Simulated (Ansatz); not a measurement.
## A self-consistent single point of Ti₃Si (Fm-3m, 4 atoms in the cell) with Ansatz

Level of theory: LDA (PW92), default PAW files made with PBE (plane waves; Ansatz, a program for electronic structure).

Input as run:

Ansatz 0.2 input:
```yaml
# Ti3Si
crystal:
  lattice:
    - [0.000000, 3.432951, 3.432951]
    - [3.432951, 0.000000, 3.432951]
    - [3.432951, 3.432951, 0.000000]
  atoms:
    - { symbol: Si, position: [0.000000, 0.000000, 0.000000] }
    - { symbol: Ti, position: [0.500000, 0.500000, 0.500000] }
    - { symbol: Ti, position: [0.250000, 0.250000, 0.250000] }
    - { symbol: Ti, position: [0.750000, 0.750000, 0.750000] }
basis:
  ecutwfc: 420.0
kpoints:
  mp_grid: { grid: [8, 8, 8] }
hamiltonian:
  xc: lda
  pseudopotentials: { kind: paw }
scf:
  occupations: { method: fermi_dirac, width: 0.1 }
output:
  forces: true
  eigenvalues: true
  stress: true
```

The program printed (abridged):

```
WARN ansatz: RAYON_NUM_THREADS=1 ignored (pool sized by the plan → 1); use --threads N
Pseudopotentials: kind: paw
Pseudopotential: Si, paw, valence charge 4
Pseudopotential: Ti, paw, valence charge 12
Crystal: 4 atoms, lattice volume = 80.916 Å³
Basis set: ecut = 420 eV, 1591 PW (Γ)
Bands: 24, of which v1, the nominal top of the filled ones, is band 20 counted from 1 (19 counted from 0)
Symmetry: 48 space group operations
Space group: Fm-3m (ITA 225), of the structure as read, at distance tolerance 4.3e-5 Å
k-points: 29 of 512
PAW frozen core: Si, regenerated for the run's functional, and the local potential with it
PAW frozen core: Ti, regenerated for the run's functional, and the local potential with it
Initial density: superposition of atomic densities (neutral atoms: chi_scale 0, normalization atom), corrected by the library's trained network
Initial wavefunctions: pseudopotential atomic-orbital guess
Eigensolver: davidson
Functional: x = slater, c = lda
SCF iter   1: F=—  HF=-7958.797174 eV  |F-HF|=—  |Δ(HF+E_count)|=         —  Δρ=6.56e-3  dr2=4.96e-2  ethr=1.77e-3  ⟨swp⟩=5.1  Hψ=6242  notcnv=0
all-band conjugate gradients solve this SCF's bands
automatic band count: the SCF goes on with 28 bands, as 24 were too few: the levels above may hold too much charge
preconditioner: auto → Kerker (q_TF=auto, 2.426 Å⁻¹)
SCF iter   2: F=—  HF=-7958.793195 eV  |F-HF|=—  |Δ(HF+E_count)|=   3.98e-3  Δρ=3.64e-3  dr2=1.34e-2  ethr=1.24e-4  ⟨swp⟩=1.0  Hψ=1044  notcnv=0
SCF iter   3: F=—  HF=-7958.791633 eV  |F-HF|=—  |Δ(HF+E_count)|=   1.56e-3  Δρ=4.94e-4  dr2=1.60e-4  ethr=3.35e-5  ⟨swp⟩=2.0  Hψ=972  notcnv=0
SCF iter   4: F=—  HF=-7958.791608 eV  |F-HF|=—  |Δ(HF+E_count)|=   2.51e-5  Δρ=6.61e-5  dr2=4.31e-6  ethr=4.00e-7  ⟨swp⟩=2.0  Hψ=1047  notcnv=0
SCF iter   5: F=—  HF=-7958.791606 eV  |F-HF|=—  |Δ(HF+E_count)|=   1.93e-6  Δρ=1.73e-5  dr2=2.13e-7  ethr=1.08e-8  ⟨swp⟩=2.3  Hψ=1092  notcnv=0
SCF iter   6: F=-7958.791606 eV  HF=-7958.791606 eV  |F-HF|=2.27e-8  |Δ(HF+E_count)|=   2.68e-8  Δρ=6.48e-6  dr2=2.92e-8  ethr=2.50e-10  ⟨swp⟩=5.6  Hψ=3007  notcnv=0
SCF 1 converged in 6 iterations: F = -7958.791606 eV  dr2 = 2.92e-8
SCF converged after 6 iterations
Free energy (F): -7958.791606 eV
Harris-Foulkes:  -7958.791606 eV  (|F-HF|=2.27e-8)
Internal energy: -7958.529060 eV  (E = F + TS)
E sigma→0 (E₀):  -7958.660333 eV
Entropy (-TS):   -0.262546 eV (-65.637 meV/atom)
Fermi energy:    9.698872 eV
--- Per-component energies (eV) ---
  E_band       = -578.402197
  E_kinetic    = 841.879158
  E_local      = -3048.868293  (includes V_loc(G=0)·N_el)
  E_nonlocal   = 63.528630
  E_hartree    = 1242.300594
  E_xc         = -337.490986
  E_vxc        = -402.645540  (∫ρ·V_xc dr)
  E_paw        = -3482.376767  (= ΣΔE_a)
  E_vpaw       = -516.907437  (= ΣTr[D̂ρ^β])
  E_aug_tail   = 0.000310  (compensation charges beyond the density's cutoff)
  E_ewald      = -3238.563889
  E_core_change = 1.062182  (= ΣΔE_core)
  E_smearing   = -0.262546  (= −TS)
  E_closure    = 0.000000  (closes the sum)
  Σ components = -7958.791606   (vs F -7958.791606, Δ=0.00e0)
--- Forces (eV/Å), atoms counted from 1 ---
  atom   1  Si    -0.00000000     0.00000000    -0.00000000
   [... zero for the other atoms too ...]
  max |Σ_I F_I| component: 4.16e-17 eV/Å
--- Stress (GPa, compression-positive) ---
      -25.412340       0.000000       0.000000
        0.000000     -25.412340      -0.000000
       -0.000000       0.000000     -25.412340
  P = ⅓ Tr σ = -25.4123 GPa (-254.123 kbar)
  The stress holds the Pulay correction. Without it, at fixed plane waves, as pw.x and ABINIT print it: P = -25.4404 GPa
--- Band table (eV; the first three rows and the last of 29) ---
  k-point 0: bands = ["-46.7750", "-46.7545", "-46.3773", "-23.3367", "-23.3367", "-23.3367", "-23.3113", "-23.3113", "-23.3113", "-22.9227", "-22.9227", "-22.9227", "1.2586", "7.5697", "7.5697", "7.5697", "8.3876", "8.3876", "9.6254", "9.6254", [...]
  k-point 1: bands = ["-46.7738", "-46.7550", "-46.3779", "-23.3458", "-23.3388", "-23.3388", "-23.3107", "-23.3107", "-23.3009", "-22.9247", "-22.9212", "-22.9212", "1.3761", "7.1536", "7.5330", "7.5330", "8.5348", "8.5348", "9.4979", "9.5961", [...]
  k-point 2: bands = ["-46.7708", "-46.7567", "-46.3793", "-23.3517", "-23.3435", "-23.3435", "-23.3098", "-23.3098", "-23.2932", "-22.9283", "-22.9176", "-22.9176", "1.6945", "6.3935", "7.4861", "7.4861", "8.8694", "8.8694", "9.2153", "9.5437", [...]
  k-point 28: bands = ["-46.7621", "-46.7621", "-46.3827", "-23.3982", "-23.3476", "-23.3383", "-23.3383", "-23.2717", "-23.2715", "-22.9252", "-22.9252", "-22.9032", "2.5331", "6.3925", "6.3925", "7.1339", "8.3995", "9.3094", "9.3094", "9.7148", [...]
```

The run converged in 6 iterations.

The starting cell was generated: these elements placed on a structure prototype, without a prior relaxation; it need not be a known phase or ordering of this composition. Spin polarisation is off. With a pressure of about -25 GPa the cell is away from its equilibrium volume at this level. Ansatz's pressure includes its estimate of the finite-basis (Pulay) stress.
